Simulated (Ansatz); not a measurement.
The starting structures come from a database of crystals and need not be the phases stable at ambient conditions.

The decay constant κ of evanescent states in the gap governs leakage through a thin film.

```yaml
crystal:
  lattice:
    - [6.24673, 0.00000, 0.00000]
    - [0.00000, 6.48343, 0.00000]
    - [2.42121, 0.00000, 5.57062]
  atoms:
    - { symbol: Hg, position: [0.00000, 0.00000, 0.00000] }
    - { symbol: Hg, position: [0.50000, 0.50000, 0.00000] }
    - { symbol: Hg, position: [0.26014, 0.35727, 0.58311] }
    - { symbol: Hg, position: [0.73986, 0.64273, 0.41689] }
    - { symbol: Hg, position: [0.23986, 0.85727, 0.41689] }
    - { symbol: Hg, position: [0.76014, 0.14273, 0.58311] }
```

Space group of this cell: P2_1/c. The cell is taken as given; by r2SCAN its mean pressure is -1.2 GPa.

Transport runs along the normal of the first two printed cell vectors.

The gap is the functional's own. No spin-orbit coupling. Mid-gap values are interpolated on the energy grid.

**Question.** Predict the band gap and the smallest decay constant κ at mid-gap from r2SCAN in Ansatz (a first-principles code).

**Answer.** Gap 1.33 eV on a 6×6×6 mesh; κ = 0.130 1/Å, at (0.500, 0.000) of the in-plane reciprocal vectors. At the zone centre, at the nearest computed energy, the slowest state has κ = 0.13 1/Å.
